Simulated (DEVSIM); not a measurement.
System: abrupt GaAs p-n junction, at 300 K.

```csv
layer (left to right),material,thickness (μm),Nd (cm⁻³),Na (cm⁻³),τn (s),τp (s)
1,GaAs,0.110,-,9.2e16,3.4e-10,3.4e-10
2,GaAs,0.970,2.1e14,-,3.4e-10,3.4e-10
```

Left contact: ohmic. Right contact: ohmic. Voltage is applied to the left contact. Recombination: SRH at mid-gap, radiative. Mobility is constant in doping.

This is a model device: material constants are rounded textbook-type values typed into the input, and sizes, dopings and lifetimes were drawn at random. Values at 300 K.

```
parameter        GaAs
-------------  ------
gap (eV)        1.424
affinity (eV)    4.07
permittivity     12.9
Nc (cm⁻³)      4.7e17
Nv (cm⁻³)        9e18
μn (cm²/Vs)      8500
μp (cm²/Vs)       400
B (cm³/s)       2e-10
```

Model (solved in DEVSIM): 1D drift-diffusion, Boltzmann statistics, complete ionisation; no tunnelling, impact ionisation, image-force lowering or self-heating.

The doping Nd of layer 2 was swept, all else fixed.

```tsv
doping Nd of layer 2 (cm^-3)	dark forward voltage at 1 A/cm² (V)	dark forward voltage at 100 A/cm² (V)	largest field in the device at zero bias (V/cm)	potential step across the device at zero bias (V)
6.3e12	0.788	1.076	18000	1.015
2.1e13	0.818	1.053	18000	1.047
6.3e13	0.843	1.046	18000	1.075
2.1e14	0.870	1.045	19000	1.106
6.3e14	0.893	1.047	20000	1.135
2.1e15	0.914	1.050	27000	1.166
6.3e15	…	1.052	…	1.194
```

Complete the blanks.


- 6.3e15, dark forward voltage at 1 A/cm² (V): 0.924
- 6.3e15, largest field in the device at zero bias (V/cm): 44000
